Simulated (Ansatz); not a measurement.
For ZrMo₂ (Fd-3m, No. 227), LDA (plane waves, PAW; Ansatz, an electronic-structure program) gives:

| Item | Value |
|---|---|
| equilibrium lattice constant a | 7.481 Å |
| bulk modulus B0 | 212 GPa |
| cohesive energy | 7.99 eV/atom |

What does PBEsol in Ansatz (PAW) give for the same quantities?


- lattice constant a: 7.532 Å (goes up by 0.7 %)
- bulk modulus: 203 GPa (falls by 4.2 %)
- cohesive energy: 7.14 eV/atom (decreases by 0.85 eV/atom)

Changes are worked out from the printed values.

Unless a cell is named, each level is at its own relaxed cell (LDA 17.45, PBEsol 17.80 Å³/atom).

Caveats: the bulk modulus is −V dP/dV from two relaxed cells at ±2 % in volume (LDA, PBEsol); the relaxation could not lower the start's symmetry, so the cell can be a saddle point above a distorted one (LDA, PBEsol). Ansatz's density-functional and Hartree–Fock values are scalar-relativistic unless marked +SOC, with PAW data made under PBE.
